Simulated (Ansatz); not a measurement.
The structure below was relaxed with plane-wave PAW DFT at the r2SCAN level (Ansatz, a quantum-chemistry and plane-wave program, 500 eV), no spin-orbit coupling, at pressure −2 GPa.

```
Ga2O3
1.0
    6.15817    -1.52452     0.00078
    6.15817     1.52452     0.00078
   -1.39224     0.00000     5.65757
Ga O
4 6
Direct
  0.09018   0.09018   0.79445
  0.90982   0.90982   0.20555
  0.65853   0.65853   0.31460
  0.34147   0.34147   0.68540
  0.16295   0.16295   0.10922
  0.83705   0.83705   0.89078
  0.17368   0.17368   0.56448
  0.82632   0.82632   0.43552
  0.49619   0.49619   0.25695
  0.50381   0.50381   0.74305
```

Find the space group and the Wyckoff positions.

Space group C2/m (No. 12); a = 12.3163 Å, b = 3.0490 Å, c = 5.8264 Å, α = 90.00°, β = 103.82°, γ = 90.00°

| atom | site | symmetry | x | y | z |
|---|---|---|---|---|---|
| Ga | 4i | m | 0.0902 | 0.0000 | 0.7945 |
| Ga | 4i | m | 0.1585 | 0.5000 | 0.3146 |
| O | 4i | m | 0.1630 | 0.0000 | 0.1092 |
| O | 4i | m | 0.1737 | 0.0000 | 0.5645 |
| O | 4i | m | 0.4962 | 0.0000 | 0.2569 |

Describe the coordination.

The crystal has 20 atoms in its conventional cell. Cell: a = 12.316 Å, b = 3.049 Å, c = 5.826 Å, α = 90.00°, β = 103.82°, γ = 90.00°. Ga1 has 4 O at 1.839–1.874 Å (tetrahedral). Ga2 is surrounded by 6 O at 1.947–2.085 Å (octahedral). O1 sees 1 Ga at 1.839 Å and 2 Ga at 1.947 Å. O2 is surrounded by 1 Ga at 1.874 Å and 3 Ga at 2.018–2.085 Å. O3 sees 2 Ga at 1.842 Å and 1 Ga at 1.947 Å (trigonal planar). (Neighbours: up to the widest gap in distance over summed covalent radii, below 1.35, at either atom; cation-cation and far metal-metal contacts left out.)

Load acts through the strain it causes; cell and atoms are relaxed under it. Whether these cells are dynamically stable was not tested. The cell was made from Ga2O3 (space group C2/m, No. 12) by this change: pressure −2 GPa.
